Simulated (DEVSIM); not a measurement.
Structure: abrupt GaP p-n junction, at 250 K.

Layer 1 from the left is GaP, thickness (μm) 0.370, Na (cm⁻³) 3.3e18, τn (s) 7.5e-7, τp (s) 7.5e-7. Layer 2 from the left is GaP, thickness (μm) 12.0, Nd (cm⁻³) 1.2e15, τn (s) 7.5e-7, τp (s) 7.5e-7.

Left contact: ohmic. Right contact: ohmic. Voltage is applied to the left contact. Recombination: SRH at mid-gap, radiative, Auger. Mobility is constant in doping.

Constants are typed, rounded textbook-type inputs, not results; the design itself was drawn at random and stands for no fabricated device. Values at 300 K; Nc and Nv go as T^1.5, mobilities as T to minus their exponent, the gap by Varshni's rule with the affinity fixed.

GaP: gap (eV) 2.26, affinity (eV) 3.8, permittivity 11.1, Nc (cm⁻³) 1.8e19, Nv (cm⁻³) 1.9e19, μn (cm²/Vs) 250, μp (cm²/Vs) 150, T exponent of μn 1.6, T exponent of μp 1.98, B (cm³/s) 1e-13, Cn (cm⁶/s) 1e-30, Cp (cm⁶/s) 1e-30, Varshni α (eV/K) 0.00058, Varshni β (K) 372.

Task: Estimate by hand the built-in potential, the peak field at zero bias, the capacitance at -0.6 V, and compare with a numerical solution.

Result: 
- Built-in potential: ni = √(Nc Nv) exp(−Eg/2kT) = 0.000149 cm⁻³ with Eg = 2.279 eV; Vbi = kT/q ln(Na Nd/ni²) = 2.046 V; numerical 2.046 V.
- Peak field at zero bias: depletion approximation: W = √(2εVbi/(qN)) = 1.45 μm with N = 1.20e15 cm⁻³; field = 2Vbi/W = 28300 V/cm; numerical 95400 V/cm (estimate below by 70 %).
- Capacitance at -0.6 V: C = √(qεN / 2(Vbi + |V|)) = 5.97 nF/cm²; numerical 6.09 nF/cm² (estimate below by 2.0 %).

DEVSIM, 1D drift-diffusion, Boltzmann statistics, complete ionisation; no tunnelling, impact ionisation, image-force lowering or self-heating.
